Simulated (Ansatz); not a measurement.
# CoSi2 under a change: pressure 30 GPa

The parent structure is CoSi2 (space group Fm-3m, No. 225; a = 5.315 Å; non-magnetic).

Modification: cell and atoms relaxed at a pressure of 30 GPa.

All numbers come from r2SCAN (Ansatz, an electronic-structure program; PAW; 500 eV plane waves; scalar-relativistic without spin-orbit coupling), earlier PAW set. k-mesh 15×15×15 (Γ-centred); smearing 0.05 eV (Fermi–Dirac).

```json
[
 {"quantity": "volume per atom", "base": "12.51 Å³", "changed": "11.13 Å³", "shift": "-1.38 Å³"},
 {"quantity": "density", "base": "5.09 g/cm³", "changed": "5.73 g/cm³", "shift": "+0.633 g/cm³"},
 {"quantity": "lattice parameter a", "base": "531.5 pm", "changed": "511.1 pm", "shift": "-20.4 pm"},
 {"quantity": "shortest interatomic distance", "base": "230.1 pm", "changed": "221.3 pm", "shift": "-8.8 pm"},
 {"quantity": "enthalpy H = E + PV relative to the base's energy", "base": "–", "changed": "+2.20 eV/atom", "shift": "–"},
 {"quantity": "band gap", "base": "zero", "changed": "zero", "shift": "–"}
]
```

Final structure:

```
CELL_PARAMETERS angstrom
      0.00000     2.55555     2.55555
      2.55555     0.00000     2.55555
      2.55555     2.55555     0.00000
ATOMIC_POSITIONS crystal
  Co 0.00000 0.00000 0.00000
  Si 0.25000 0.25000 0.25000
  Si 0.75000 0.75000 0.75000
```

Load acts through the strain it causes; cell and atoms are relaxed under it. Stability against distortions was not tested. No other phases were tried under pressure. Seeded moments were not kept for the base. The final runs are not spin-polarised. An odd electron count without spin: CoSi2.
